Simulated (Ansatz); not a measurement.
Start from InAs in the zinc blende structure (space group F-43m, No. 216; a = 6.1863 Å).

Level of theory: plane-wave PAW DFT at the PBE level (Ansatz, a quantum-chemistry and plane-wave program, 420 eV), spin-orbit coupling left out.

Base values:

The volume per atom is 29.59 Å³.

Modification: a hydrostatic pressure of 1.8 GPa.

Problem. Estimate the effect on the volume per atom.

Solution. The volume per atom drops by 0.989 Å³ to 28.61 Å³.

The mesh was chosen for an insulator and is coarse for the gapless case. Load acts through the strain it causes; cell and atoms are relaxed under it. Stability against distortions was not tested. All final runs are without spin polarisation.
